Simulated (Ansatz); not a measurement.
LaZrNO₂ (Pnma), PBEsol, rigid bands (Ansatz, an electronic-structure program): N_c = 1.19e19 cm⁻³ at 300 K and an electron conductivity mass of 0.360 mₑ along y (a = (5.73, 0.00, 0.00) Å; b = (0.00, 8.44, 0.00) Å; c = (0.00, 0.00, 5.70) Å).

Task: For 1e16 electrons per cm³ at 300 K, place the Fermi level, estimate the Seebeck coefficient of a parabolic band with constant τ, and give mobility and conductivity for τ = 5 fs.

Result: The level lies k_BT ln(N_c/n) = 0.183 eV below the conduction-band minimum. S ≈ −(k_B/e)[ln(N_c/n) + 5/2] = -826 μV/K, against -825 μV/K from the full bands (mean over directions). μ = eτ/m = 24.4 cm²/(V·s) and σ = neμ = 0.0391 S/cm. τ is assumed, not computed.

Band transport and this doping are assumed; polarons and phonon drag are left out. Spin-orbit coupling is left out.

Computed structure with no diffraction record at hand here (it may be known, metastable or hypothetical): LaZrNO2 (Pnma).
